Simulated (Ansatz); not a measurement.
The starting structures come from a database of crystals and need not be the phases stable at ambient conditions.

 Where the default PAW files enter, the runs use the earlier of Ansatz's two default sets.

The decay constant κ of evanescent states in the gap governs leakage through a thin film.

Input:

```
CELL_PARAMETERS angstrom
      2.83802     0.00000     0.00000
      0.00000     9.38707     0.00000
      0.00000     0.00000     4.38600
ATOMIC_POSITIONS crystal
  Al 0.75000 0.35663 0.45058
  Al 0.25000 0.64337 0.54942
  Al 0.25000 0.14337 0.95058
  Al 0.75000 0.85663 0.04942
  H  0.75000 0.59086 0.08938
  H  0.25000 0.40914 0.91062
  H  0.25000 0.90914 0.58938
  H  0.75000 0.09086 0.41062
  O  0.75000 0.69773 0.79504
  O  0.25000 0.30227 0.20496
  O  0.25000 0.80227 0.29504
  O  0.75000 0.19773 0.70496
  O  0.75000 0.55466 0.30417
  O  0.25000 0.44534 0.69583
  O  0.25000 0.94534 0.80417
  O  0.75000 0.05466 0.19583
```

Space group of this cell: Pnma. The cell is taken as given; by PBEsol its mean pressure is 2.8 GPa.

Transport runs along the normal of the first two printed cell vectors.

The gap is the functional's own, uncorrected, and κ follows it; spin-orbit coupling is left out. Mid-gap values are interpolated between the computed energies.

Problem. Give the band gap and the smallest decay constant κ at mid-gap that Ansatz (a first-principles code) with PBEsol yields.

Solution. Gap 5.80 eV on a 10×4×8 mesh; κ = 0.388 1/Å, at the zone centre.
